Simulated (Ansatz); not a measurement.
Take HfS2 in the CdI2 type structure (space group P-3m1, No. 164; a = 3.547 Å, c = 5.577 Å; layered, stacked along the Cartesian z axis) as the base. Axes: x lies along a and z along c of the hexagonal cell.

Computed with DFT with PBEsol-D3(BJ), PAW potentials and a 420 eV plane-wave cutoff in Ansatz (an electronic-structure program), scalar-relativistic without spin-orbit coupling.

Perturbation: the cell is stretched by 1.00 % along z with no lateral relaxation, atoms relaxed at fixed cell.

Task: Predict the stress tensor and what it implies for the stiffness.

Result: Stress of the strained cell less that of the base (GPa, compression positive):
```
  -0.09    0.00    0.00
   0.00   -0.09    0.00
   0.00    0.00   -0.60
```

Then −Δσ_ii/ε with ε = 0.0100 gives relaxed-ion elastic constants: C33 ≈ 60 GPa.

Whether these cells are dynamically stable was not tested.
